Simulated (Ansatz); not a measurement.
# SiC (model structure, started from the BN type, Pm-3n, No. 223, 12 atoms in the cell)

Method: r²SCAN (PAW; Ansatz, a first-principles code).

Settings: plane-wave cutoff 560 eV, 6×6×6 k mesh, Fermi–Dirac smearing 0.01 eV, scalar-relativistic PAW data made under PBE.

Cell (relaxed with PBEsol):

```xyz
12
Lattice="5.3313 0.0000 0.0000 0.0000 5.3313 0.0000 0.0000 0.0000 5.3313" Properties=species:S:1:pos:R:3 pbc="T T T"
Si     1.3328     0.0000     2.6656
Si     2.6656     1.3328     0.0000
Si     2.6656     3.9985     0.0000
Si     3.9985     0.0000     2.6656
Si     0.0000     2.6656     3.9985
Si     0.0000     2.6656     1.3328
C      1.3328     2.6656     0.0000
C      0.0000     1.3328     2.6656
C      0.0000     3.9985     2.6656
C      3.9985     2.6656     0.0000
C      2.6656     0.0000     3.9985
C      2.6656     0.0000     1.3328
```

```json
{
  "band_gap": "2.11 eV (indirect)",
  "smallest_direct_gap_on_the_k_points_sampled": "2.29 eV",
  "direct gap at Γ": "3.24 eV"
}
```

Note: the relaxation could raise the start's symmetry but not lower it, so the cell can be a saddle point; cell and atoms aren't relaxed at this level (pressure -0.9 GPa).

A model structure was made by putting elements into a prototype or built by hand; it is no filed structure, need not be a known phase, and can be a saddle point held by its symmetry.
